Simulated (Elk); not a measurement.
A self-consistent single point of NiAl (P4mm, 2 atoms in the cell) with Elk.

Method: Elk with LDA (PW92), all-electron FP-LAPW, Elk's shipped species files, default APW+lo basis.

```
CELL_PARAMETERS angstrom
      2.88133     0.00000     0.00000
      0.00000     2.88133     0.00000
      0.00000     0.00000     2.88133
ATOMIC_POSITIONS crystal
  Al 0.50000 0.50000 0.51735
  Ni 0.00000 0.00000 0.00000
```

Reference input (self-consistent single point, DFT, LDA (PW92), all-electron FP-LAPW, Elk's shipped species files, default APW+lo basis): swidth = 0.00367493 Ha; ngridk = 7 7 7; rmtscf = 0.95; maxscl = 100. This run's input differs from it in these lines:

```diff
@@ -7,3 +7,3 @@
 swidth
-  0.00367493
+  0.000734986
 
@@ -30,3 +30,3 @@
 ngridk
-  7 7 7
+  12 12 12
```

Output, abridged:

```
│ Self-consistent loop started │
│ Loop number : 1 │
 total energy                :     -1771.18584229
│ Loop number : 2 │
 total energy                :     -1770.62291996
RMS change in Kohn-Sham potential (target) :   0.2821638538     (  0.1000000000E-05)
Absolute change in total energy (target)   :   0.5629223254     (  0.1000000000E-03)
│ Loop number : 3 │
 total energy                :     -1766.61721140
RMS change in Kohn-Sham potential (target) :   0.1614657210     (  0.1000000000E-05)
Absolute change in total energy (target)   :    4.146439139     (  0.1000000000E-03)
│ Loop number : 4 │
   [... lines left out ...]
Absolute change in total energy (target)   :   0.7781608931E-03 (  0.1000000000E-03)
│ Loop number : 13 │
 total energy                :     -1760.36440563
RMS change in Kohn-Sham potential (target) :   0.1437005420E-05 (  0.1000000000E-05)
Absolute change in total energy (target)   :   0.2454635173E-03 (  0.1000000000E-03)
│ Loop number : 14 │
 total energy                :     -1760.36443800
RMS change in Kohn-Sham potential (target) :   0.1105278808E-06 (  0.1000000000E-05)
Absolute change in total energy (target)   :   0.2899443484E-04 (  0.1000000000E-03)
Convergence targets achieved

│ Loop number : 15 │

Energies :
 Fermi                       :     0.316875756797
 total energy                :     -1760.36444454

Density of states at Fermi energy :    23.93873501
 (states/Hartree/unit cell)

Estimated indirect band gap :   0.1931058390E-03
 from k-point    227 to k-point    192
Estimated direct band gap   :   0.4626790311E-01
 at k-point    192

Charges :
 core                        :    16.00000000
 valence                     :    25.00000000
 interstitial                :    2.656630389
 muffin-tins (core leakage)
  species :    1 (Al)
   atom    1                 :    11.12554060     (  0.8979848629E-03)
  species :    2 (Ni)
   atom    1                 :    27.21782901     (  0.5668318191E-03)
 total in muffin-tins        :    38.34336961
 total calculated charge     :    40.98773690
 total charge                :    41.00000000
 error                       :   0.1226309845E-01

│ Self-consistent loop stopped │
```

The run converged in 15 iterations. The count includes the last loop, which Elk runs after its targets are met. Against the reference run the free energy goes up by 13.4 meV/atom.

The starting cell has typed, rounded lattice constants, without a prior relaxation at this level. Its lattice was rescaled by up to half a per cent. One atom was moved a little off its site on purpose. Spin polarisation is off. Values depend on the basis (sphere radii, cutoffs, local orbitals), which need not be converged. The log's line on a gap gives a spacing of levels on this mesh, which the program prints for metals too.

Cost on one core of a shared machine: roughly 40 s.
